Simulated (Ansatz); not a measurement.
Consider KBr in the rock salt structure (space group Fm-3m, No. 225; a = 6.6082 Å). Axes: x, y, z lie along the cube axes.

Calculations: r2SCAN (Ansatz, an electronic-structure program; PAW; 500 eV plane waves; scalar-relativistic without spin-orbit coupling).

Before the change:

Valence-band top at Γ: 0.00, 0.00, 0.00 eV
Valley order: Γ 5.07 eV; X along ⟨100⟩ 6.36 eV

Now apply this change: strain tensor (xx, yy, zz, yz, xz, xy) = (+1.72, +1.76, −0.03, −1.67, −1.29, −1.61) %; the atoms relax in the strained cell.

Q: Estimate the effect on the stress.

A: The stress (xx, yy, zz, yz, xz, xy; compression positive) is (-0.65, -0.66, -0.14, 0.17, 0.12, 0.16) GPa.

Q: How does this affect the valence-band top at Γ?

A: The valence-band top at Γ (three highest levels, from the VBM) changes from 0.00, 0.00, 0.00 eV to 0.00, -0.09, -0.10 eV.

Q: Predict the new valley order.

A: The valley order (the lowest conduction-band minima on the path, energy above the VBM, named in the base's zone) goes from Γ 5.07 eV; X along ⟨100⟩ 6.36 eV to Γ 4.90 eV; X along [001] 6.31 eV; X along [100] 6.34 eV; X along [010] 6.34 eV.

The levels and masses belong to the bands next to the band gap. No phonon test of stability was made.
